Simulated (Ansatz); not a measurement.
BeS (model structure, started from the BeO type, P4₂/mnm, No. 136, 8 atoms in the cell), treated with PBEsol in Ansatz (plane waves, PAW).

Run with plane-wave cutoff 520 eV, 6×6×10 k mesh (along the axes of the cell as run), Fermi–Dirac smearing 0.01 eV, scalar-relativistic PAW data made under PBE.

Cell (relaxed at this level):

```yaml
crystal:
  lattice:
    - [5.87154, 0.00000, 0.00000]
    - [0.00000, 5.87154, 0.00000]
    - [0.00000, 0.00000, 3.44168]
  atoms:
    - { symbol: Be, position: [0.33112, 0.66888, 0.00000] }
    - { symbol: Be, position: [0.66888, 0.33112, 0.00000] }
    - { symbol: Be, position: [0.83112, 0.83112, 0.50000] }
    - { symbol: Be, position: [0.16888, 0.16888, 0.50000] }
    - { symbol: S, position: [0.30872, 0.30872, 0.00000] }
    - { symbol: S, position: [0.69128, 0.69128, 0.00000] }
    - { symbol: S, position: [0.19128, 0.80872, 0.50000] }
    - { symbol: S, position: [0.80872, 0.19128, 0.50000] }
```

Problem. Give the computed band gap, smallest direct gap on the k points sampled and Γ–Γ gap.

Solution. 
band gap: 3.10 eV (indirect)
smallest direct gap on the k points sampled: 3.74 eV
Γ–Γ gap: 3.96 eV

Note: the relaxation could raise the start's symmetry but not lower it, so the cell can be a saddle point.

Computed values are for the static lattice.

A model structure was made by putting elements into a prototype or built by hand; it is no filed structure, need not be a known phase, and can be a saddle point held by its symmetry.

Ansatz is a quantum-chemistry and plane-wave program.
